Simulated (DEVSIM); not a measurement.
Structure: Si p-i-n diode, at 300 K.

```tsv
layer (left to right)	material	thickness (μm)	Nd (cm⁻³)	Na (cm⁻³)	τn (s)	τp (s)
1	Si	0.110	-	6.5e17	2.4e-6	2.4e-6
2	Si	29.0	1e14	-	2.4e-6	2.4e-6
3	Si	0.310	5.2e17	-	2.4e-6	2.4e-6
```

Left contact: ohmic. Right contact: ohmic. Voltage is applied to the left contact. Recombination: SRH at mid-gap, radiative, Auger. Mobility is constant in doping.

The device is made up for the run: typed textbook-type constants, with dimensions and the other settings drawn at random. Values at 300 K.

| parameter | Si |
|---|---|
| gap (eV) | 1.124 |
| affinity (eV) | 4.05 |
| permittivity | 11.7 |
| Nc (cm⁻³) | 2.86e19 |
| Nv (cm⁻³) | 3.1e19 |
| μn (cm²/Vs) | 1417 |
| μp (cm²/Vs) | 470 |
| B (cm³/s) | 4.7e-15 |
| Cn (cm⁶/s) | 2.8e-31 |
| Cp (cm⁶/s) | 9.9e-32 |

Simulated with DEVSIM: 1D drift-diffusion, Boltzmann statistics, complete ionisation; no tunnelling, impact ionisation, image-force lowering or self-heating.

The thickness of layer 1 was swept, all else fixed.

| thickness of layer 1 (μm) | dark forward voltage at 1 A/cm² (V) | dark forward voltage at 100 A/cm² (V) |
|---|---|---|
| 0.022 | 0.573 | 0.809 |
| 0.038 | (withheld) | (withheld) |
| 0.066 | 0.591 | 0.800 |
| 0.11 | 0.600 | 0.798 |
| 0.19 | 0.610 | 0.797 |
| 0.33 | 0.618 | 0.797 |
| 0.55 | 0.626 | 0.798 |

Question: What belongs in the gaps?

Answer: 
- 0.038, dark forward voltage at 1 A/cm² (V): 0.582
- 0.038, dark forward voltage at 100 A/cm² (V): 0.804
